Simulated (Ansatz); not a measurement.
The parent structure is Al in the fcc (Cu type) structure (space group Fm-3m, No. 225; a = 3.992 Å).

The values are results of r2SCAN (Ansatz, an electronic-structure program), without spin-orbit coupling, not measurements.

For the base:

The volume per atom is 15.90 Å³.

One thing is altered: hydrostatic tension (pressure −1 GPa).

Estimate the effect on the volume per atom.

The volume per atom goes up by 0.18 Å³ (15.90 Å³ → 16.08 Å³).

Load acts through the strain it causes; cell and atoms are relaxed under it. Stability against distortions was not tested.
